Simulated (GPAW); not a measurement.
Density of states of BaTiO₃ (Pm-3m, 5 atoms in the cell).

```xyz
5
Lattice="4.0333 0.0000 0.0000 0.0000 4.0333 0.0000 0.0000 0.0000 4.0333" Properties=species:S:1:pos:R:3 pbc="T T T"
Ba     2.0167     2.0167     2.0167
Ti     0.0000     0.0000     0.0000
O      2.0167     0.0000     0.0000
O      0.0000     2.0167     0.0000
O      0.0000     0.0000     2.0167
```

Computed with PBE, GPAW PAW datasets PBE (gpaw-data 1.0.1) (plane waves; GPAW).

SCF settings: mode = pw; ecut = 950 eV; xc = PBE; kpts = 6 6 6; mesh shift (steps) = 0 0 0; occupations.name = fermi-dirac; occupations.width = 0.01 eV; nbands = -8; convergence.forces = 0.001 eV/Å; convergence.bands = -6; symmetry.symmorphic = false; symmetry.tolerance = 0.0005; maxiter = 120. Keys of the DOS step: dos_kpts = 9 9 9; dos_width = 0.3 eV.

The starting cell comes from a database of computed structures (which also holds hypothetical and non-ambient phases and stackings), without a prior relaxation at this level. Its lattice was rescaled by a random factor within 2.5 % of one.

Total DOS (both spins), as means of the tabulated values in each energy bin; the zero is the program's Fermi level or highest filled level, and the curve is cut to this window:

(E (eV), states/eV/cell): (-7.75, 0.00); (-7.25, 0.00); (-6.75, 0.00); (-6.25, 0.00); (-5.75, 0.00); (-5.25, 0.11); (-4.75, 1.70); (-4.25, 3.42); (-3.75, 4.03); (-3.25, 6.15); (-2.75, 4.70); (-2.25, 2.90); (-1.75, 4.50); (-1.25, 5.72); (-0.75, 2.53); (-0.25, 0.22); (0.25, 0.00); (0.75, 0.03); (1.25, 0.60); (1.75, 1.48); (2.25, 2.58)

The gap on the SCF mesh is 1.74 eV.
